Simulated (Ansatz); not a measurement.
```xyz
8
Lattice="14.5000 0.0000 0.0000 0.0000 14.5000 0.0000 0.0000 0.0000 6.8640" Properties=species:S:1:pos:R:3 pbc="T T T"
K      5.6099     5.6099     0.0000
I      5.4041     5.4041     3.4320
I      5.4041     9.0959     0.0000
K      5.6099     8.8901     3.4320
I      9.0959     5.4041     0.0000
K      8.8901     5.6099     3.4320
K      8.8901     8.8901     0.0000
I      9.0959     9.0959     3.4320
```

Levels: PBE (plane waves to 420 eV, PAW; Ansatz, a quantum-chemistry and plane-wave program); PBE with spin-orbit coupling run with Ansatz; r2SCAN (plane waves to 500 eV, PAW; Ansatz); Ansatz with HSE06. Unmarked values and the geometry are of the first. Mesh 1×1×44. No spin polarisation. Periodic along z alone, with about 11 Å of vacuum beside it. A hypothetical model. It keeps the symmetry and period of its start, so it need not be a minimum against all distortions. Values not marked SOC lack spin–orbit coupling. On relaxing, bonds broke or formed, so the name tells the start alone. HSE06 ran on a 1×1×3 mesh and at PBE's edge points. Buckling under compression is shut out by symmetry and the short period.

Question: Give the properties of this body.

Answer: 
- largest distance between nuclei across the axis: 5.22 Å
- PBE gap: 4.15 eV, direct at Γ
- electron mass along the axis (PBE): 0.51 mₑ
- hole mass along the axis (PBE): 2.6 mₑ
- valence and conduction edges under the vacuum level (PBE): 5.77 and 1.62 eV
- PBE+SOC gap at this geometry: 3.94 eV
- r2SCAN gap at this geometry: 4.94 eV
- HSE06 gap at this geometry: 5.07 eV
- axial stiffness dF/dε: 21 nN
